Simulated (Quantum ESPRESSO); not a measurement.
A user runs Quantum ESPRESSO on Mo₂RuSe₄ (P1, 14 atoms in the cell) and asks whether the run is sound. The aim is a self-consistent single point with DFT, PBEsol, plane waves, GBRV 1.5 ultrasoft (PBESOL) pseudopotentials.

Cell that was meant: a = 6.7331 Å, b = 6.7484 Å, c = 6.7594 Å, α = 92.99°, β = 93.00°, γ = 93.72°.

Part of the input:

```fortran
  occupations = 'smearing',
  smearing = 'fd',
  degauss = 0.00147,
  tot_charge = -1,
/
&electrons
  conv_thr = 1.0d-10,
```

The program printed (abridged):

```
     G-vector sticks info
     --------------------
     sticks:   dense  smooth     PW     G-vecs:    dense   smooth      PW
   [... lines left out ...]
        k(   12) = (   0.3333333  -0.3115947   0.0001149), wk =   0.1481481
        k(   13) = (   0.3333333  -0.3115947   0.3331258), wk =   0.1481481
        k(   14) = (   0.3333333  -0.3115947  -0.3328960), wk =   0.1481481

     Dense  grid:   199331 G-vectors     FFT dimensions: (  75,  75,  75)

     Smooth grid:    70527 G-vectors     FFT dimensions: (  54,  54,  54)

     Initial potential from superposition of free atoms

     starting charge     133.9956, renormalised to     137.0000

     negative rho (up, down):  1.425E-01 0.000E+00
     Self-consistent Calculation

     iteration #  1     ecut=    40.00 Ry     beta= 0.70

---- Real-time Memory Report at c_bands before calling an iterative solver
           694 MiB given to the printing process from OS
           299 MiB allocation reported by mallinfo(arena+hblkhd)
------------------

     negative rho (up, down):  1.401E-01 0.000E+00

     total energy              =   -1290.50785259 Ry
     estimated scf accuracy    <       2.71908012 Ry

     iteration #  2     ecut=    40.00 Ry     beta= 0.70

   [... lines left out ...]
           325 MiB allocation reported by mallinfo(arena+hblkhd)
------------------

     negative rho (up, down):  1.449E-01 0.000E+00

     total energy              =   -1292.08624018 Ry
     estimated scf accuracy    <          1.5E-10 Ry

     iteration # 25     ecut=    40.00 Ry     beta= 0.70

---- Real-time Memory Report at c_bands before calling an iterative solver
           927 MiB given to the printing process from OS
           325 MiB allocation reported by mallinfo(arena+hblkhd)
------------------

     negative rho (up, down):  1.449E-01 0.000E+00
     End of self-consistent calculation

     the Fermi energy is    10.3593 ev

!    total energy              =   -1292.08624018 Ry
     estimated scf accuracy    <          8.1E-11 Ry
     smearing contrib. (-TS)   =      -0.00127133 Ry
     internal energy E=F+TS    =   -1292.08496885 Ry

     convergence has been achieved in  25 iterations

     negative rho (up, down):  1.449E-01 0.000E+00

     Forces acting on atoms (cartesian axes, Ry/au):

     atom    1 type  1   force =    -0.01685804   -0.00986678    0.00517296
     atom    2 type  1   force =     0.00429902   -0.00243802    0.00891828
     atom    3 type  1   force =    -0.00165000    0.01230941    0.01673074
     atom    4 type  1   force =     0.01808103    0.00882119   -0.00114783
   [... lines left out ...]
     Total force =     0.066375     Total SCF correction =     0.000033
   [... lines left out ...]

     negative rho (up, down):  1.449E-01 0.000E+00
          total   stress  (Ry/bohr**3)                   (kbar)     P=       29.38
   0.00016789  -0.00003525   0.00000860           24.70       -5.19        1.26
  -0.00003525   0.00023020  -0.00001668           -5.19       33.86       -2.45
   0.00000860  -0.00001668   0.00020115            1.26       -2.45       29.59

   JOB DONE.
```

Question: Is this run sound? If not, what is wrong?

Answer: The run is not sound. The fault is an unintended net charge. A charged periodic cell changes the electron count and is neutralised by a uniform background, so energy, forces and pressure belong to another system. To fix it, remove the charge. The run converged in 25 iterations without an error; against the sound input the pressure goes from -5.46 to 2.94 GPa, the largest force goes from 0.545 to 0.633 eV/Å and no clean gap remains on the mesh (levels overlap or are partly filled), against 0.47 eV before.

The sound input it was made from differs as follows (other fixes are possible):
```diff
-  tot_charge = -1,
```

With that input, the run converged in 23 iterations: free energy E − TS -17589.9550 eV; top of the valence band (on the code's own zero) 9.63 eV; gap on the k-point mesh 0.47 eV; pressure -5.46 GPa; largest force (vector length) 0.545 eV/Å (DFT, PBEsol, plane waves, GBRV 1.5 ultrasoft (PBESOL) pseudopotentials).

On the sound input: the starting cell comes from a database of computed structures (which also holds hypothetical and non-ambient phases and stackings), without a prior relaxation at this level. Its lattice was rescaled by a random factor within 2.5 % of one. With a pressure of about -5 GPa the cell is away from its equilibrium volume at this level.
